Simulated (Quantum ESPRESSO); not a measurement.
Quantum ESPRESSO run on CsRuF₆ (R-3m, 8 atoms in the cell): self-consistent single point.

Level of theory: PBEsol, SSSP 1.1.2 precision (PBE) pseudopotentials (plane waves; Quantum ESPRESSO).

```
CELL_PARAMETERS angstrom
      4.05543    -2.34140     2.68570
      0.00000     4.68280     2.68570
     -4.05543    -2.34140     2.68570
ATOMIC_POSITIONS crystal
  Cs 0.50000 0.50000 0.50000
  Ru 0.00000 0.00000 0.00000
  F  0.24876 0.24876 0.91853
  F  0.75123 0.75123 0.08147
  F  0.91853 0.24876 0.24876
  F  0.08147 0.75123 0.75123
  F  0.24876 0.91853 0.24876
  F  0.75123 0.08147 0.75123
```
Moments meant for the start (each program seeds them in its own way; μB, in the order of the atoms Cs Ru F F F F F F): 0.0 2.0 0.0 0.0 0.0 0.0 0.0 0.0.

Reference input (self-consistent single point, DFT, LDA (PZ), plane waves, GBRV 1.5 ultrasoft (LDA) pseudopotentials): ecutwfc = 40 Ry; ecutrho = 320 Ry; occupations = smearing; smearing = fd; degauss = 0.0036749 Ry; nspin = 2; potentials = {Cs: cs_lda_v1.uspp.F.UPF, Ru: ru_lda_v1.2.uspp.F.UPF, F: f_lda_v1.4.uspp.F.UPF}; K_POINTS = automatic 3 3 3 0 0 0; conv_thr = 1e-10 Ry; mixing_beta = 0.2. This run's input differs from it in these lines:

```diff
@@ -14,4 +14,4 @@
  ntyp = 3,
- ecutwfc = 40,
- ecutrho = 320,
+ ecutwfc = 75,
+ ecutrho = 600,
  occupations = 'smearing',
@@ -21,2 +21,3 @@
  starting_magnetization(2) = 0.125,
+ input_dft = 'pbesol',
 /
@@ -27,5 +28,5 @@
 ATOMIC_SPECIES
-Cs   132.9055  cs_lda_v1.uspp.F.UPF
-Ru   101.0700  ru_lda_v1.2.uspp.F.UPF
-F     18.9984  f_lda_v1.4.uspp.F.UPF
+Cs   132.9055  Cs_pbe_v1.uspp.F.UPF
+Ru   101.0700  Ru_ONCV_PBE-1.0.oncvpsp.upf
+F     18.9984  F.oncvpsp.upf
 ATOMIC_POSITIONS crystal
```

Log, with long lists cut:

```
     Self-consistent Calculation

     iteration #  1     ecut=    75.00 Ry     beta= 0.20

     total energy              =    -546.09535841 Ry
     estimated scf accuracy    <       1.52557117 Ry

     total magnetization       =     3.00 Bohr mag/cell
     absolute magnetization    =     3.04 Bohr mag/cell

     iteration #  2     ecut=    75.00 Ry     beta= 0.20

     total energy              =    -546.29413709 Ry
     estimated scf accuracy    <       0.07809473 Ry

     total magnetization       =     3.00 Bohr mag/cell
     absolute magnetization    =     3.06 Bohr mag/cell

     iteration #  3     ecut=    75.00 Ry     beta= 0.20

   [... lines left out ...]
     absolute magnetization    =     3.10 Bohr mag/cell

     iteration # 16     ecut=    75.00 Ry     beta= 0.20

     Magnetic moment per site  (integrated on atomic sphere of radius R)
     atom   1 (R=0.240)  charge=  6.7773  magn=  0.0028
     atom   2 (R=0.146)  charge= 10.6581  magn=  1.5498
     atom   3 (R=0.146)  charge=  6.2694  magn=  0.1254
     atom   4 (R=0.146)  charge=  6.2694  magn=  0.1254
     atom   5 (R=0.146)  charge=  6.2694  magn=  0.1254
     atom   6 (R=0.146)  charge=  6.2694  magn=  0.1254
     atom   7 (R=0.146)  charge=  6.2694  magn=  0.1254
     atom   8 (R=0.146)  charge=  6.2694  magn=  0.1254
     End of self-consistent calculation

     the Fermi energy is     2.1182 ev

!    total energy              =    -546.31367408 Ry
     estimated scf accuracy    <          9.0E-12 Ry
     smearing contrib. (-TS)   =      -0.00000006 Ry
     internal energy E=F+TS    =    -546.31367401 Ry

     total magnetization       =     3.00 Bohr mag/cell
     absolute magnetization    =     3.10 Bohr mag/cell

     convergence has been achieved in  16 iterations

     Forces acting on atoms (cartesian axes, Ry/au):

     atom    1 type  1   force =     0.00000000    0.00000000   -0.00000000
     atom    2 type  2   force =     0.00000000    0.00000000    0.00000000
     atom    3 type  3   force =    -0.02607633   -0.01505518   -0.02060376
     atom    4 type  3   force =     0.02607633    0.01505518    0.02060376
   [... lines left out ...]

     Total force =     0.089369     Total SCF correction =     0.000002

          total   stress  (Ry/bohr**3)                   (kbar)     P=      -44.44
  -0.00030095   0.00000000   0.00000000          -44.27        0.00        0.00
   0.00000000  -0.00030095  -0.00000000            0.00      -44.27       -0.00
   0.00000000  -0.00000000  -0.00030432            0.00       -0.00      -44.77

   JOB DONE.
```

The run converged in 16 iterations. Against the reference run the pressure goes from -7.15 to -4.44 GPa, the largest force goes from 1.193 to 0.938 eV/Å, the gap on the mesh goes from 1.067 to 1.446 eV and the size of the net moment stays at 0.38 μB/atom.

The starting cell comes from a database of computed structures (which also holds hypothetical and non-ambient phases and stackings), without a prior relaxation at this level. Its lattice was rescaled by a random factor within 2.5 % of one. With one magnetic atom in the cell only a parallel order is possible. With a pressure of about -4 GPa the cell is away from its equilibrium volume at this level.

Cost on one core of a shared machine: roughly 4 min.
